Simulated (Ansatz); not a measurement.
We consider cubic perovskite CsPbBr3 (cubic high-temperature phase), described by r²SCAN in Ansatz (PAW).

The input as run:

Ansatz 0.2 input:
```yaml
crystal:
  lattice:
    - [6.0541243178, 0.0, 0.0]
    - [0.0, 6.0541243178, 0.0]
    - [0.0, 0.0, 6.0541243178]
  atoms:
    - { symbol: Cs, position: [0.0, 0.0, 0.0] }
    - { symbol: Pb, position: [0.5, 0.5, 0.5] }
    - { symbol: Br, position: [0.5, 0.0, 0.5] }
    - { symbol: Br, position: [0.0, 0.5, 0.5] }
    - { symbol: Br, position: [0.5, 0.5, 0.0] }
basis:
  ecutwfc: 560
  ecutrho_ratio: 4
  xc_grid: 3
kpoints:
  mp_grid: { grid: [6, 6, 6] }
hamiltonian:
  xc: r2scan
  dispersion: none
  pseudopotentials: { kind: paw }
scf:
  occupations: { method: fermi_dirac, width: 0.01 }
  convergence: { dr2_threshold: 0.0000000005 }
output:
  forces: true
  stress: true
  eigenvalues: true
```

Excerpt of the program's output:

```
Crystal: 5 atoms, lattice volume = 221.898 Å³
Basis set: ecut = 560 eV, 6667 PW (Γ), exchange–correlation on 144×144×144 points (27 copies of the dense FFT grid, shifted against one another)
Bands: 27, of which v1, the nominal top of the filled ones, is band 22 counted from 1 (21 counted from 0)
Symmetry: 48 space group operations
Space group: Pm-3m (ITA 221), of the structure as read, at distance tolerance 6.1e-5 Å
k-points: 20 of 216
Functional: x = r2scan, c = r2scan; τ floored in thin density (d = 2e-4 eV/Å³)
SCF iter   1: F=—  HF=-25992.706139 eV  |F-HF|=—  |Δ(HF+E_count)|=         —  Δρ=3.36e-3  dr2=2.90e-2  dr2_τ=8.36e-3
SCF iter   2: F=—  HF=-25992.717024 eV  |F-HF|=—  |Δ(HF+E_count)|=   1.09e-2  Δρ=1.38e-3  dr2=5.89e-3  dr2_τ=2.33e-4
  ...
SCF iter   7: F=—  HF=-25992.716120 eV  |F-HF|=—  |Δ(HF+E_count)|=   1.63e-8  Δρ=6.68e-7  dr2=1.58e-9  dr2_τ=8.87e-11
SCF iter   8: F=-25992.716120 eV  HF=-25992.716120 eV  |F-HF|=3.64e-12  |Δ(HF+E_count)|=  8.99e-10  Δρ=1.52e-7  dr2=8.98e-11  dr2_τ=4.98e-12
SCF 1 converged in 8 iterations: F = -25992.716120 eV  dr2 = 8.98e-11
SCF converged after 8 iterations
Free energy (F): -25992.716120 eV
Internal energy: -25992.716120 eV  (E = F + TS)
E sigma→0 (E₀):  -25992.716120 eV
Fermi energy:    3.449811 eV
--- Forces (eV/Å), atoms counted from 1 ---
  atom   1  Cs    -0.00000000     0.00000000     0.00000000
  atom   2  Pb     0.00000000     0.00000000     0.00000000
  atom   3  Br    -0.00000000    -0.00000000     0.00000000
  atom   4  Br    -0.00000000    -0.00000000     0.00000000
  atom   5  Br     0.00000000     0.00000000    -0.00000000
--- Stress (GPa, compression-positive) ---
       -1.073835       0.000000      -0.000000
       -0.000000      -1.073835       0.000000
        0.000000       0.000000      -1.073835
  P = ⅓ Tr σ = -1.0738 GPa (-10.738 kbar)
```

The cell is one volume of an energy–volume scan, off the minimum.

The PAW data were made under PBE.

Note: held by symmetry at 0 K, a high-temperature phase can be a saddle point.

Ansatz is an electronic-structure program.
